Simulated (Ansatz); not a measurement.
Base system: GaAs in the zinc blende structure (space group F-43m, No. 216; a = 5.667 Å). Axes: x, y, z lie along the cube axes.

The values are results of r2SCAN (Ansatz, a quantum-chemistry and plane-wave program; PAW; 500 eV plane waves; no spin-orbit coupling), not measurements.

A first run, uniaxial strain ε_xx = −1.08 %, gives secant values C11 ≈ 120 GPa and C12 ≈ 52 GPa from its stress. A second run applies biaxial strain +0.99 %, plane normal [001], relaxed out of plane.

### Question
What does linear elasticity predict for −ε⊥/ε∥ in the second run, and what does the run give?

### Answer
Linear elasticity: 2 C12/C11 = 0.87. The run gives 0.85; any difference comes from nonlinear terms at these strains and numerical noise.

Stability against distortions was not tested.
